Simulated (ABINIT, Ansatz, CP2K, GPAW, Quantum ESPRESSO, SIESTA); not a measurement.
## One structure in several programs: BaGaSi (P-6m2, 3 atoms in the cell)

Self-consistent single point.

```yaml
crystal:
  lattice:
    - [4.28357, 0.00000, 0.00000]
    - [-2.14178, 3.70968, 0.00000]
    - [0.00000, 0.00000, 5.23811]
  atoms:
    - { symbol: Ba, position: [0.00000, 0.00000, 0.00000] }
    - { symbol: Ga, position: [0.33333, 0.66667, 0.50000] }
    - { symbol: Si, position: [0.66667, 0.33333, 0.50000] }
```

All programs got the same cell, k-point mesh and kind of occupations (in Ansatz's words: kpoints.mp_grid.grid = 7 7 5; scf.occupations.method = fermi_dirac; scf.occupations.width = 0.1 eV); potentials, basis and cutoffs are each program's usual ones.

```json
[
 {"code": "CP2K", "model": "PBEsol, GPW, DZVP-MOLOPT-SR-GTH basis, GTH-PBE potentials (GTH_POTENTIALS)", "pressure (GPa)": "-2.26", "k-points": "123", "cutoff": "grid 600 Ry"},
 {"code": "SIESTA", "model": "GGA PBEsol, numerical atomic orbitals DZP, PseudoDojo PBEsol standard norm-conserving potentials (rewritten from UPF to PSML)", "pressure (GPa)": "1.58", "k-points": "123", "cutoff": "grid 400 Ry"},
 {"code": "ABINIT", "model": "PBEsol, norm-conserving pseudopotentials (PseudoDojo nc-sr-04 PBEsol standard)", "pressure (GPa)": "-3.07", "k-points": "24", "cutoff": "40 Ha"},
 {"code": "Ansatz", "model": "PBEsol, PAW files made with PBE", "pressure (GPa)": "-3.07", "k-points": "24", "cutoff": "default"},
 {"code": "GPAW", "model": "PBEsol, GPAW PAW datasets PBEsol (made by gpaw-setup)", "pressure (GPa)": "-2.37", "k-points": "24", "cutoff": "550 eV"},
 {"code": "Quantum ESPRESSO", "model": "PBEsol, PseudoDojo standard norm-conserving (PBESOL) pseudopotentials", "pressure (GPa)": "-3.07", "k-points": "24", "cutoff": "80 Ry"}
]
```

The spread over the programs that give each value: pressure within 4.65 GPa.

The starting cell comes from a database of computed structures (which also holds hypothetical and non-ambient phases and stackings), without a prior relaxation at this level. Its lattice was rescaled by a random factor within 2.5 % of one. On Ansatz's run: In the base run, with a pressure of about -3 GPa the cell is away from its equilibrium volume at this level.

Why do the programs differ, and what cannot be compared?

Differences of this kind can come from the potentials, where these differ, and from what each basis and cutoff leave unconverged. The valence holds different numbers of electrons (CP2K 27, SIESTA 27, ABINIT 27, Ansatz (a first-principles code) 27, GPAW 17, Quantum ESPRESSO 27). The zero of total energies and Fermi levels follows the potentials and each program's conventions, so they are not compared here. CP2K and SIESTA use small atom-centred bases, whose incompleteness enters pressures, forces and empty levels differently from a plane-wave cutoff. Ansatz's pressure is given at a fixed set of plane waves, as the other plane-wave codes print theirs. The programs reduce the same mesh by symmetry to different extents, which changes the work and not the result. In the pressure, SIESTA (by 4.65) lies more than 1 GPa from the median of the plane-wave programs.

Left out of this page: Elk and FLEUR (not drawn, or without a comparable value).

Keys are those of Ansatz 0.2.
